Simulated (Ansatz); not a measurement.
**Element substitutions in NbAs**

The reference is NbAs (space group I4_1md, No. 109; a = 3.4736 Å, c = 11.7487 Å).

Each row replaces one element on all its sites; cell and atoms are relaxed.

Levels (all Ansatz, a program for electronic structure, PAW): PBE (420 eV, no spin-orbit coupling); r2SCAN (500 eV, spin-orbit coupling left out).

The base cell above is that of PBE; each level relaxes its own structures.

```csv
case,"lattice parameter a, PBE","lattice parameter a, r2SCAN"
Nb → Be,3.319 Å,…
Nb → Ta,3.463 Å,3.442 Å
As → P,3.347 Å,…
```

### Question
Some entries are withheld; estimate them.

### Answer

- Nb → Be, lattice parameter a, r2SCAN: 3.314 Å
- As → P, lattice parameter a, r2SCAN: 3.340 Å

PBE lies above r2SCAN in every row, by 0.005 Å to 0.021 Å. They put the cases in the same order.

Whether these cells are dynamically stable was not tested. As relaxed here, BeAs is a hypothetical phase, not in the database extracts checked. All final runs are without spin polarisation.
